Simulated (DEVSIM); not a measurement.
System: abrupt InP n-p junction, at 300 K.

Layer 1 from the left is InP, thickness (μm) 1.70, Nd (cm⁻³) 6.2e15, τn (s) 1.1e-9, τp (s) 1.1e-9. Layer 2 from the left is InP, thickness (μm) 95.0, Na (cm⁻³) 3.1e15, τn (s) 1.1e-10, τp (s) 1.1e-9.

Left contact: ohmic. Right contact: ohmic. Voltage is applied to the left contact. Recombination: SRH at mid-gap, Auger. Mobility is constant in doping.

Constants are typed, rounded textbook-type inputs, not results; the design itself was drawn at random and stands for no fabricated device. Values at 300 K.

InP: gap (eV) 1.344, affinity (eV) 4.38, permittivity 12.5, Nc (cm⁻³) 5.7e17, Nv (cm⁻³) 1.1e19, μn (cm²/Vs) 5200, μp (cm²/Vs) 170, Cn (cm⁶/s) 9e-31, Cp (cm⁶/s) 9e-31.

### Question
Estimate by hand the built-in potential, the peak field at zero bias, the capacitance at 0.6 V, and compare with a numerical solution.

### Answer

- Built-in potential: ni = √(Nc Nv) exp(−Eg/2kT) = 1.29e7 cm⁻³ with Eg = 1.344 eV; Vbi = kT/q ln(Na Nd/ni²) = 1.016 V; numerical 1.016 V.
- Peak field at zero bias: depletion approximation: W = √(2εVbi/(qN)) = 0.824 μm with N = 2.07e15 cm⁻³; field = 2Vbi/W = 24700 V/cm; numerical 24000 V/cm (estimate above by 2.6 %).
- Capacitance at 0.6 V: C = √(qεN / 2(Vbi + |V|)) = 10.6 nF/cm²; numerical 10.8 nF/cm² (estimate below by 1.6 %).

Model (solved in DEVSIM): 1D drift-diffusion, Boltzmann statistics, complete ionisation; no tunnelling, impact ionisation, image-force lowering or self-heating.
